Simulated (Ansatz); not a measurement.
BaTiS3 (model structure, started from the cubic perovskite type, Pm-3m, No. 221, 5 atoms in the cell): band gap by level of theory

No measured value is used here.

```
level (code)         value (eV)
-------------------  ----------
LDA (Ansatz)               0.00
PBE (Ansatz)               0.00
PBE+SOC (Ansatz)           0.00
PBEsol (Ansatz)            0.00
PBEsol+SOC (Ansatz)        0.00
r²SCAN (Ansatz)            0.00
r²SCAN+SOC (Ansatz)        0.00
HSE06 (Ansatz)             0.29
```

Computed values are for a static lattice. Levels without +SOC have no spin–orbit coupling; where heavier elements are present it shifts gaps, mostly down, and can invert bands. A gap of zero means that the bands touch or overlap; how far they overlap is not shown.  HSE06: PBE has no gap here, and a hybrid on a coarse mesh can open a false one. Values are at the PBEsol cell. Cutoffs and k meshes differ between the levels. Ansatz's density-functional and Hartree–Fock values are scalar-relativistic unless marked +SOC, with PAW data made under PBE.

A model structure was made by putting elements into a prototype or built by hand; it is no filed structure, need not be a known phase, and can be a saddle point held by its symmetry.

Ansatz is a program for electronic structure.
